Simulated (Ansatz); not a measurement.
**A computed series for SnO: pressure series**

Take SnO in the litharge type structure (space group P4/nmm, No. 129; layered, stacked along the Cartesian z axis) as the base.

```
SnO
1.0
    3.83618     0.00000     0.00000
    0.00000     3.83618     0.00000
    0.00000     0.00000     4.75736
Sn O
2 2
Direct
  0.50000   0.00000   0.24343
  0.00000   0.50000   0.75657
  0.00000   0.00000   0.00000
  0.50000   0.50000   0.00000
```

Cell and atoms are relaxed at each pressure.

The values are results of PBE-D3(BJ) (Ansatz, a quantum-chemistry and plane-wave program; PAW; 420 eV plane waves; spin-orbit coupling left out), earlier PAW set, not measurements.

```json
[
 {"variant": "base", "band gap": "zero", "lattice parameter a": "3.836 Å", "c/a ratio": "1.240"},
 {"variant": "pressure −2 GPa", "band gap": "0.56 eV", "lattice parameter a": "…", "c/a ratio": "…"},
 {"variant": "pressure −1 GPa", "band gap": "0.20 eV", "lattice parameter a": "3.852 Å", "c/a ratio": "1.268"},
 {"variant": "pressure 0.9 GPa", "band gap": "zero", "lattice parameter a": "3.823 Å", "c/a ratio": "…"},
 {"variant": "pressure 2.1 GPa", "band gap": "zero", "lattice parameter a": "3.805 Å", "c/a ratio": "1.206"},
 {"variant": "pressure 4.5 GPa", "band gap": "zero", "lattice parameter a": "3.771 Å", "c/a ratio": "1.185"},
 {"variant": "pressure 9 GPa", "band gap": "zero", "lattice parameter a": "3.721 Å", "c/a ratio": "1.163"},
 {"variant": "pressure 15 GPa", "band gap": "zero", "lattice parameter a": "3.671 Å", "c/a ratio": "1.144"},
 {"variant": "pressure 22.5 GPa", "band gap": "zero", "lattice parameter a": "3.614 Å", "c/a ratio": "1.135"},
 {"variant": "pressure 30 GPa", "band gap": "zero", "lattice parameter a": "3.571 Å", "c/a ratio": "1.127"}
]
```

Task: Fill in the withheld entries from the trend.

Result: 
- pressure −2 GPa, lattice parameter a: 3.870 Å
- pressure −2 GPa, c/a ratio: 1.322
- pressure 0.9 GPa, c/a ratio: 1.223

Load acts through the strain it causes; cell and atoms are relaxed under it. Stability against distortions was not tested. No other phases were tried under pressure. All final runs are without spin polarisation. The zero or small gap of SnO can change with the level of theory.
